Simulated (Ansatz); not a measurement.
ZrSe2 (model structure, started from the 3R-MoS2 type, R3m, No. 160, 3 atoms in the cell) was calculated with LDA in Ansatz (PAW).

Input file:

Ansatz 0.2 input:
```yaml
crystal:
  lattice:
    - [1.8209195009, 1.0513085225, 6.2358739889]
    - [-1.8209195009, 1.0513085225, 6.2358739889]
    - [0.0, -2.1026165696, 6.235874069]
  atoms:
    - { symbol: Zr, position: [-0.0003488682, -0.0003488682, -0.0003488682] }
    - { symbol: Se, position: [0.2436565242, 0.2436565242, 0.2436565242] }
    - { symbol: Se, position: [0.423392344, 0.423392344, 0.423392344] }
basis:
  ecutwfc: 520
  ecutrho_ratio: 4
  xc_grid: 2
kpoints:
  mp_grid: { grid: [20, 20, 20] }
hamiltonian:
  xc: lda
  dispersion: none
  pseudopotentials: { kind: paw }
scf:
  occupations: { method: fermi_dirac, width: 0.05 }
output:
  forces: true
  stress: true
  eigenvalues: true
relax:
  f_tol: 0.004
  escape_saddle: false
  max_steps: 80
  cell: { stress_tol: 0.02, fix: [volume] }
```

The run printed, among other lines:

```
Relaxation: its limit of steps is 80 (relax.max_steps)
Crystal: 3 atoms, lattice volume = 71.626 Å³
Basis set: ecut = 520 eV, 1943 PW (Γ), FFT grids on a1−a3, a2−a3, a3, exchange–correlation on 60×60×100 points (8 copies of the dense FFT grid, shifted against one another)
Bands: 27, of which v1, the nominal top of the filled ones, is band 22 counted from 1 (21 counted from 0)
Symmetry: 6 space group operations
Space group: R3m (ITA 160), of the structure as read, at distance tolerance 4.2e-5 Å
k-points: 781 of 8000 (time reversal used)
Functional: x = slater, c = lda
SCF iter   1: F=—  HF=-14847.595059 eV  |F-HF|=—  |Δ(HF+E_count)|=         —  Δρ=7.05e-3  dr2=3.98e-2
SCF iter   2: F=—  HF=-14847.600671 eV  |F-HF|=—  |Δ(HF+E_count)|=   5.61e-3  Δρ=5.30e-3  dr2=6.63e-2
  ...
SCF 1 converged in 7 iterations: F = -14847.590577 eV  dr2 = 3.42e-8
Crystal: 3 atoms, lattice volume = 71.626 Å³
Basis set: ecut = 520 eV, 1955 PW (Γ), FFT grids on a1−a3, a2−a3, a3, exchange–correlation on 60×60×100 points (8 copies of the dense FFT grid, shifted against one another)
Initial density: handed on by an earlier stage of this run
SCF 2 converged in 6 iterations: F = -14847.567405 eV  dr2 = 4.42e-8
Crystal: 3 atoms, lattice volume = 71.626 Å³
SCF 3 converged in 10 iterations: F = -14847.595228 eV  dr2 = 3.13e-12
Crystal: 3 atoms, lattice volume = 71.626 Å³
SCF 4 converged in 4 iterations: F = -14847.595249 eV  dr2 = 9.54e-9
Crystal: 3 atoms, lattice volume = 71.626 Å³
Basis set: ecut = 520 eV, 1955 PW (Γ), FFT grids on a1−a3, a2−a3, a3, exchange–correlation on 54×54×100 points (8 copies of the dense FFT grid, shifted against one another)
SCF iter   4: F=—  HF=-14847.595251 eV  |F-HF|=—  |Δ(HF+E_count)|=   1.44e-9  Δρ=3.80e-7  dr2=7.31e-11
SCF iter   5: F=-14847.595251 eV  HF=-14847.595251 eV  |F-HF|=7.28e-12  |Δ(HF+E_count)|=  4.37e-11  Δρ=4.94e-8  dr2=1.09e-12
SCF 5 converged in 5 iterations: F = -14847.595251 eV  dr2 = 1.09e-12
SCF converged after 5 iterations
Free energy (F): -14847.595251 eV
Internal energy: -14847.586859 eV  (E = F + TS)
E sigma→0 (E₀):  -14847.591055 eV
Fermi energy:    9.549683 eV
--- Stress (GPa, compression-positive) ---
       -0.651002       0.000000       0.000000
        0.000000      -0.651002       0.000000
        0.000000       0.000000      -0.625264
  P = ⅓ Tr σ = -0.6424 GPa (-6.424 kbar)
```

The cell is one volume of an energy–volume scan, off the minimum.

The PAW data were made under PBE.

Note: the relaxation could raise the start's symmetry but not lower it, so the cell can be a saddle point.

A model structure was made by putting elements into a prototype or built by hand; it is no filed structure, need not be a known phase, and can be a saddle point held by its symmetry.

Ansatz is a first-principles code.
